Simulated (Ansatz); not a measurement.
# AlB2-type ZrB2

Calculation: B3LYP (VWN-RPA form) (Ansatz, a quantum-chemistry and plane-wave program, PAW).

Run with plane-wave cutoff 460 eV, 12×12×8 k mesh (along the axes of the cell as run), Fermi–Dirac smearing 0.05 eV, scalar-relativistic PAW data made under PBE.

Cell (relaxed at this level):

Space group P6/mmm (No. 191); a = b = 3.168 Å, c = 3.583 Å, α = β = 90.00°, γ = 120.00°

```
atom  site  symmetry       x       y       z
----  ----  --------  ------  ------  ------
Zr      1a     6/mmm  0.0000  0.0000  0.0000
B       2d      -6m2  0.3333  0.6667  0.5000
```

```json
{
  "equilibrium_lattice_constant_a": "3.168 Å",
  "lattice_parameter_c": "3.583 Å"
}
```

Measured, for comparison: lattice constant a 3.17 Å, lattice parameter c 3.532 Å (room temperature, no zero-point or thermal correction; as tabulated in Zhang et al. (2020), arXiv:1911.03307). Computed (rounded) less measured: lattice constant a -0.1 %, lattice parameter c +1.4 %.

The computed numbers hold no vibrational or temperature effects.

Computing time: roughly 70 core-minutes.
